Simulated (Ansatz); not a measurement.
Take Pd in the fcc (Cu type) structure (space group Fm-3m, No. 225; relaxed with 0.1 eV smearing) as the base.

```yaml
crystal:
  lattice:
    - [0.00000, 1.93875, 1.93875]
    - [1.93875, 0.00000, 1.93875]
    - [1.93875, 1.93875, 0.00000]
  atoms:
    - { symbol: Pd, position: [0.00000, 0.00000, 0.00000] }
```

Cartesian axes are those of the cell as printed.

Calculations: PBEsol (Ansatz, a quantum-chemistry and plane-wave program; PAW; 420 eV plane waves; scalar-relativistic without spin-orbit coupling), earlier PAW set.

Base values:

- Pressure = 0.0 GPa

Perturbation: tensile biaxial strain of 2.31 % in the plane normal to [111], as in epitaxy on a mismatched substrate; the out-of-plane cell vector and the atoms relax.

What does the calculation give for the pressure and energy relative to the base after the change?

The pressure (mean of the normal stresses, compression positive) goes from zero to -4.4 GPa; the energy grows by 15 meV/atom.

No phonon test of stability was made. The final runs are not spin-polarised. Pd lies near a magnetic instability that expansion can trigger; it was not tested.
